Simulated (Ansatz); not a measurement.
The starting structures come from a database of crystals and need not be the phases stable at ambient conditions.

 Where the default PAW files enter, the runs use the earlier of Ansatz's two default sets.

By PBEsol, the system below comes out a metal.

The ballistic (Sharvin) conductance counts the channels at the Fermi level: G/A = (e²/h) × channels of both spins per area.

Given:

```
Nb
1.0
    4.69184     0.00000     0.00000
   -2.34592     4.06325     0.00000
    2.34592     1.35442     0.98645
Nb
1
Direct
  0.00000   0.00000   0.00000
```

Space group of this cell: R-3m. The cell is strained (lengths along the current scaled by 1.03, ions clamped); by PBEsol its mean pressure is -11.3 GPa.

The current flows along the normal of the first two printed cell vectors, the (111) (indices of the unstrained crystal) plane of the conventional cell. No spin-orbit coupling; the value is a mean over 0.1 eV about the Fermi level.

Question: Predict the ballistic conductance per area from Ansatz (a program for electronic structure) with PBEsol.

Answer: 1.9 × 10¹⁵ S/m² for both spins.
